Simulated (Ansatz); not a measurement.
# Hypothetical P6_3/mmc SiS2: pressure −2 GPa

The reference is SiS₂ in the 2H-MoS2 type structure (space group P6_3/mmc, No. 194; a = 3.179 Å, c = 11.316 Å; a hypothetical phase, not in the database extracts checked; layered, stacked along the Cartesian z axis).

Now apply this change: a negative pressure, −2 GPa.

Level of theory: PBEsol-D3(BJ) in Ansatz (plane waves to 420 eV, PAW, without spin-orbit coupling), earlier PAW set. Settings: 17×17×4 k-points, 0.05 eV Fermi–Dirac smearing.

Volume per atom: 17.35 Å³ (base 16.51 Å³)
Density: 2.94 g/cm³ (base 3.09 g/cm³)
Lattice parameter a: 3.201 Å (base 3.179 Å)
c/a ratio: 3.666 (base 3.560)
Shortest interatomic distance: 2.352 Å (base 2.341 Å)
Enthalpy H = E + PV relative to the base's energy: -0.21 eV/atom
Band gap: zero (base zero)

Final structure:

```xyz
6
Lattice="3.2005 0.0000 0.0000 -1.6003 2.7717 0.0000 0.0000 0.0000 11.7324" Properties=species:S:1:pos:R:3 pbc="T T T"
Si     0.0000     1.8478     2.9331
Si     1.6003     0.9239     8.7993
S      0.0000     1.8478     7.3436
S      1.6003     0.9239     1.4774
S      1.6003     0.9239     4.3889
S      0.0000     1.8478    10.2551
```

Load acts through the strain it causes; cell and atoms are relaxed under it. No phonon test of stability was made. All final runs are without spin polarisation. A zero or small gap of SiS2 can be the functional's error rather than a property of the material.

Ansatz is a quantum-chemistry and plane-wave program.
